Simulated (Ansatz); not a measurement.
**WSi2: biaxial strain +2.50 %, plane normal [001], relaxed out of plane**

Consider WSi₂ (space group I4/mmm, No. 139; a = 3.185 Å, c = 7.773 Å; relaxed with 0.1 eV smearing). Axes: x, y, z lie along a, b, c of the conventional cell.

It is then changed as follows: biaxial strain +2.50 %, plane normal [001], relaxed out of plane (Cartesian); in-plane vectors clamped, the third vector and the atoms free.

Calculations: LDA, PAW, 420 eV (Ansatz, a first-principles code; no spin-orbit coupling). Γ-centred 25×25×25 mesh, Fermi–Dirac width 0.1 eV.

The volume per atom increases by 0.552 Å³ to 13.70 Å³ and the shortest interatomic distance shrinks by 0.0291 Å (2.571 Å → 2.541 Å). The energy goes up by 26 meV/atom and the pressure (mean of the normal stresses, compression positive) goes from zero to -8.2 GPa. The band gap is still zero and the out-of-plane strain is -0.82 %. The ratio −ε⊥/ε∥ comes out as 0.33 and the mean in-plane stress (compression positive) amounts to -12.3 GPa.

Final structure (turned so that z lies along the plane normal):

```
CELL_PARAMETERS angstrom
      3.26491     0.00000     0.00000
      0.00000     3.26491     0.00000
      1.63245    -1.63245     3.85471
ATOMIC_POSITIONS crystal
  Si 0.33517 0.66483 0.32965
  Si 0.66483 0.33517 0.67035
  W  0.00000 0.00000 0.00000
```

Stability against distortions was not tested. The final runs are not spin-polarised.
